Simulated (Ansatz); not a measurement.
Results of BLYP in Ansatz (PAW) for CsCl-type TiCo.

Run with plane-wave cutoff 520 eV, 16×16×16 k mesh, Fermi–Dirac smearing 0.1 eV, perturbation theory, no spin polarisation, scalar-relativistic PAW data made under PBE.

Computed at the level's own relaxed cell.

Harmonic phonon frequencies (cm⁻¹; i marks an imaginary mode):

```json
[
 {"q point": "Γ", "frequencies": "0 0 0 183 183 183"},
 {"q point": "X", "frequencies": "104 104 134 134 158 296"},
 {"q point": "M", "frequencies": "…"},
 {"q point": "R", "frequencies": "109 109 109 248 248 248"}
]
```

Q: Complete the blanks.

A: 
- M, frequencies: 72 85 85 137 247 247

No imaginary mode appears at these points.

Ansatz is a first-principles code.
